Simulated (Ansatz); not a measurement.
The parent structure is NaI in the CsCl type structure (space group Pm-3m, No. 221; a = 4.0620 Å; a hypothetical phase, not in the database extracts checked). Axes: x, y, z lie along the cube axes.

Level of theory: PBE (Ansatz, a quantum-chemistry and plane-wave program), no spin-orbit coupling.

A first run, uniaxial strain ε_zz = −0.80 %, gives secant values C11 ≈ 49 GPa and C12 ≈ 0.9 GPa from its stress. A second run applies biaxial strain −1.10 %, plane normal [001], relaxed out of plane.

### Question
What does linear elasticity predict for −ε⊥/ε∥ in the second run, and what does the run give?

### Answer
Linear elasticity: 2 C12/C11 = 0.04. The run gives 0.05; any difference comes from nonlinear terms at these strains and numerical noise.

No phonon test of stability was made.
